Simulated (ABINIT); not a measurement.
ABINIT run on LuTlTe₂ (R-3m, 4 atoms in the cell): self-consistent single point.

Method of the run: PBEsol, PAW (JTH v2.0 PBE PAW, files made for PBE) (plane waves; ABINIT).

```
CELL_PARAMETERS angstrom
      2.18903     1.26384     8.13839
     -2.18903     1.26384     8.13839
      0.00000    -2.52767     8.13839
ATOMIC_POSITIONS crystal
  Lu 0.50000 0.50000 0.50000
  Tl 0.00000 0.00000 0.00000
  Te 0.76400 0.76400 0.76400
  Te 0.23600 0.23600 0.23600
```

Reference input (self-consistent single point, DFT, LDA (PW92), plane waves, PAW (JTH v2.0 LDA PAW)): pseudos = [Lu.LDA_PW-JTH.xml, Tl.LDA_PW-JTH.xml, Te.LDA_PW-JTH.xml]; ecut = 24 Ha; pawecutdg = 48 Ha; pawxcdev = 0; ixc = 7; occopt = 1; ngkpt = 5 5 5; nshiftk = 1; shiftk = 0 0 0; potentials = JTH v2.0 LDA PAW; nband = 29; kptopt = 1. This run's input differs from it in these lines:

```diff
@@ -1,4 +1,4 @@
-# LuTlTe2, JTH v2.0 LDA PAW
+# LuTlTe2, JTH v2.0 PBE PAW
 pp_dirpath "./"
-pseudos "Lu.LDA_PW-JTH.xml, Tl.LDA_PW-JTH.xml, Te.LDA_PW-JTH.xml"
+pseudos "Lu.GGA_PBE-JTH.xml, Tl.GGA_PBE-JTH.xml, Te.GGA_PBE-JTH.xml"
 acell 3*1.0 Angstrom
@@ -21,3 +21,3 @@
 pawxcdev 0
-ixc 7
+ixc -116133
 occopt 1
```

Its files differ too (potentials: JTH v2.0 LDA PAW → JTH v2.0 PBE PAW).

Output, abridged:

```
--- !BeginCycle
solver: {iscf: 17, nstep: 50, nline: 4, wfoptalg: 10, }
tolerances: {tolvrs: 1.00E-10, }
...

     iter   Etot(hartree)      deltaE(h)  residm     nres2
 ETOT  1  -337.29682767594    -3.373E+02 6.723E+00 5.262E+02
 ETOT  2  -345.79760934817    -8.501E+00 4.550E-01 2.795E+02
 ETOT  3  -345.75575438367     4.185E-02 2.186E-01 8.227E+01
 ETOT  4  -345.74172306791     1.403E-02 9.544E-02 5.226E+01
 ETOT  5  -345.73938831099     2.335E-03 2.135E-02 2.316E+01
   [... 16 lines left out ...]
 ETOT 22  -345.73271974833     5.508E-11 3.937E-04 6.705E-09
 ETOT 23  -345.73271974836    -3.070E-11 1.719E-04 1.788E-09
 ETOT 24  -345.73271974838    -1.432E-11 2.432E-04 4.121E-10
 ETOT 25  -345.73271974837     2.899E-12 1.853E-04 5.678E-11
 At SCF step   25       nres2   =  5.68E-11 < tolvrs=  1.00E-10 =>converged.

 Cartesian components of stress tensor (hartree/bohr^3)
  sigma(1 1)=  5.85161843E-05  sigma(3 2)=  0.00000000E+00
  sigma(2 2)=  5.85161839E-05  sigma(3 1)=  0.00000000E+00
  sigma(3 3)=  5.98242412E-05  sigma(2 1)=  0.00000000E+00

 ----iterations are completed or convergence reached----

 reduced coordinates (array xred) for    4 atoms
       0.500000000000      0.500000000000      0.500000000000
       0.000000000000      0.000000000000      0.000000000000
       0.763996000001      0.763996000001      0.763996000001
       0.236003999999      0.236003999999      0.236003999999
 cartesian forces (eV/Angstrom) at end:
    1      0.00000000000000    -0.00000000000000    -0.00000000000000
   [... lines left out ...]
 Fermi (or HOMO) energy (hartree) =  -0.04137   Average Vxc (hartree)=  -0.33440
   [... lines left out ...]
local_psp           : -2.98040891137553E+02
total_energy        : -3.45732720687808E+02
total_energy_eV     : -9.40786577559810E+03
...

-Cartesian components of stress tensor (GPa)         [Pressure= -1.7344E+00 GPa]
- sigma(1 1)=  1.72160529E+00  sigma(3 2)=  0.00000000E+00
- sigma(2 2)=  1.72160528E+00  sigma(3 1)=  0.00000000E+00
- sigma(3 3)=  1.76008965E+00  sigma(2 1)=  0.00000000E+00

 Calculation completed.
```

The run converged in 25 iterations. Against the reference run the pressure goes from -3.29 to -1.73 GPa, the largest force goes from 0.026 to 0.060 eV/Å and the gap on the mesh goes from 0.636 to 0.646 eV.

The starting cell comes from a database of computed structures (which also holds hypothetical and non-ambient phases and stackings), without a prior relaxation at this level. Its lattice was rescaled by a random factor within 2.5 % of one. Spin-orbit coupling is off. The potentials were made for another functional than the one used.

Cost on one core of a shared machine: roughly 6 min.
